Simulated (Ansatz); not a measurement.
Take BaTiO₃ in the cubic perovskite structure (space group Pm-3m, No. 221; a = 4.0192 Å) as the base.

One thing is altered: every lattice vector is shortened by 2.03 %, atoms relaxed at fixed cell.

Levels (all Ansatz, an electronic-structure program, PAW): PBE (420 eV, scalar-relativistic without spin-orbit coupling); r2SCAN (500 eV, scalar-relativistic without spin-orbit coupling); HSE06 (420 eV, spin-orbit coupling left out); PBE+SOC (420 eV, with spin-orbit coupling).

One geometry, relaxed with PBE, under each level:

Notes on the quantities. electron mass: degenerate bands, along [100]; hole mass: degenerate bands, along [100].

| level | band gap | lowest conduction level above the VBM at special points | electron mass | hole mass | pressure |
|---|---|---|---|---|---|
| PBE | 1.92 eV | Γ 1.92 eV; X 2.06 eV; M 3.81 eV; R 4.53 eV | – | – | 11.52 GPa |
| r2SCAN | 2.28 eV | Γ 2.28 eV; X 2.42 eV; M 4.15 eV; R 4.88 eV | – | – | 8.48 GPa |
| HSE06 | [?] | [?] | – | – | – |
| PBE+SOC | 1.90 eV | Γ 1.90 eV; X 2.05 eV; M 3.80 eV; R 4.52 eV | 0.39, 1.1 mₑ (at Γ) | 0.78, 2.2 mₑ (at R) | 11.52 GPa |

Problem. Give the withheld HSE06 results.

Solution. 
- HSE06, band gap: 3.34 eV
- HSE06, lowest conduction level above the VBM at special points: Γ 3.34 eV; X 3.50 eV; M 5.44 eV

Single points use the geometry relaxed with PBE. Their cutoffs differ, which shifts pressures a little. The hybrid gap comes from the SCF mesh plus the semilocal run's edge points and a few special points and is an upper bound. Differences between runs with and without spin-orbit coupling are approximate. The cells carry an imposed strain or load. Masses are band curvatures over ±0.01 Å⁻¹ around the edge. Whether these cells are dynamically stable was not tested. The runs without spin-orbit coupling are not spin-polarised. Many cubic perovskites are stable only at high temperature; tilts and polar distortions were not tested. This is not the structure that BaTiO3 has at room temperature and ambient pressure.
